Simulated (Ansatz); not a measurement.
Formation energy of the localised charge states of Al on the Hf site + O vacancy in metastable polar orthorhombic HfO2 (start: the Hf site; O(1) 2.04 Å away; 96-site cell, 2×2×2 shifted sampling) against the Fermi level, O-rich (Δμ(Hf) = -10.30 eV, Δμ(O) = 0.00 eV, Δμ(Al) = -7.45 eV, bounded by corundum; only phases computed here count, gases as isolated molecules at 0 K). Calculation: PBE, PAW (plane waves to 420 eV; Ansatz, an electronic-structure program).

Charges with a result: +1, 0. Others weren't obtained, and one of them could lie lower, also by skipping a charge.

Set-up: 96-site cell; 2×2×2 shifted k-points; host gap 4.36 eV; charged states image-corrected; no spin–orbit coupling; not converged in cell size; flagged in the runs: a host whose relaxation on this sampling wasn't shown to rest, a strain field that reaches the edge of the cell.

```json
[
 {"E_F − E_VBM (eV)": "0.00", "q = +1": "1.58", "q = 0": "4.89"},
 {"E_F − E_VBM (eV)": "0.55", "q = +1": "2.13", "q = 0": "4.89"},
 {"E_F − E_VBM (eV)": "1.09", "q = +1": "2.67", "q = 0": "4.89"},
 {"E_F − E_VBM (eV)": "1.64", "q = +1": "3.22", "q = 0": "4.89"},
 {"E_F − E_VBM (eV)": "2.18", "q = +1": "3.76", "q = 0": "4.89"},
 {"E_F − E_VBM (eV)": "2.73", "q = +1": "4.31", "q = 0": "4.89"},
 {"E_F − E_VBM (eV)": "3.27", "q = +1": "4.85", "q = 0": "4.89"},
 {"E_F − E_VBM (eV)": "3.82", "q = +1": "5.40", "q = 0": "4.89"},
 {"E_F − E_VBM (eV)": "4.36", "q = +1": "5.94", "q = 0": "4.89"}
]
```

Crossings of the lowest lines: (+1/0) at 3.31 eV.
